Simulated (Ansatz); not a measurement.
Pressure series in MgF2

Consider MgF2 in the rutile structure (space group P4_2/mnm, No. 136).

```
MgF2
1.0
    4.63887     0.00000     0.00000
    0.00000     4.63887     0.00000
    0.00000     0.00000     3.06237
Mg F
2 4
Direct
  0.00000   0.00000   0.00000
  0.50000   0.50000   0.50000
  0.30340   0.30340   0.00000
  0.80340   0.19660   0.50000
  0.19660   0.80340   0.50000
  0.69660   0.69660   0.00000
```

Cell and atoms are relaxed at each pressure.

Computed with PBEsol (Ansatz, a first-principles code), no spin-orbit coupling.

```csv
pressure (GPa),volume per atom (Å³/atom)
-1,11.098
0,10.983
0.9,10.885
2.1,?
4.5,10.533
9,10.165
15,9.762
22.5,9.351
30,9.011
```

Problem. Fit the third-order Birch–Murnaghan form P(V) = (3B₀/2)[(V₀/V)^(7/3) − (V₀/V)^(5/3)]·[1 + (3/4)(B₀′ − 4)((V₀/V)^(2/3) − 1)] (squares taken in P) to the rows shown and predict the withheld row.

Solution. Least squares on the printed values gives V₀ = 10.983 Å³/atom, B₀ = 98.4 GPa, B₀′ = 4.3; this predicts 10.761 Å³/atom, and the run gives 10.761 Å³/atom, in agreement.

Load acts through the strain it causes; cell and atoms are relaxed under it. Stability against distortions was not tested. Competing high-pressure phases were not computed.
